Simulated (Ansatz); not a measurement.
Data:

End structure of a constructed model of the (100) surface of fcc Pt, a layer of Pd in place of the second plane (bottom of the slab: a bare face, its two planes held):

```xyz
6
Lattice="2.8072 0.0000 0.0000 0.0000 2.8072 0.0000 0.0000 0.0000 26.0000" Properties=species:S:1:pos:R:3 pbc="T T T"
Pt     1.4036     1.4036     8.0195
Pt     0.0000     0.0000    10.0045
Pt     1.4036     1.4036    11.9794
Pt     0.0000     0.0000    13.9594
Pd     1.4036     1.4036    15.9293
Pt     0.0000     0.0000    17.8559
```

Set-up: 6 atoms, 10.0 Å thick at the start (thin: gaps and levels are the slab's own); mesh 13x13x1; 0.1 eV smearing; dipole correction on; 2 atoms held, the rest relaxed; start symmetry kept, larger cells not searched; no spin, no spin-orbit, no U. It is one candidate, not shown to be the stable structure of the face.

Q: What work function of the top face does PBE (Ansatz, a first-principles code) give?

A: 5.66 eV
